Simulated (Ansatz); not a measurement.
The starting structures come from a database of crystals and need not be the phases stable at ambient conditions.

The decay constant κ of evanescent states in the gap governs leakage through a thin film.

Input:

```
Rb2O3Te
1.0
    6.65334     0.00000     0.00000
    0.56634     7.49038     0.00000
    3.11295    -0.23537     5.62825
Rb Te O
4 2 6
Cartesian
  0.00000   0.00000   0.00000
  3.89639   6.39172   1.79215
  6.43624   0.86329   3.83610
  0.28317   3.74519   0.00000
  3.40488   2.50063   1.90128
  6.92775   4.75439   3.72697
  3.51549   1.45945   3.43655
  6.81714   5.79556   2.19170
  8.20446   5.69067   4.69998
  2.12817   1.56435   0.92827
  5.37964   5.27869   4.60514
  4.95299   1.97632   1.02310
```

Space group of this cell: C2/m. The cell is taken as given.

Transport runs along the normal of the first two printed cell vectors.

The gap is the functional's own, uncorrected, and κ follows it; spin-orbit coupling is left out. Mid-gap values are interpolated between the computed energies.

Question: Give the band gap and the smallest decay constant κ at mid-gap that r2SCAN in Ansatz (a first-principles code) yields.

Answer: Gap 4.01 eV on a 6×4×6 mesh; κ = 0.518 1/Å, at (0.000, 0.250) of the in-plane reciprocal vectors. At the zone centre, at the nearest computed energy, the slowest state has κ = 0.53 1/Å.
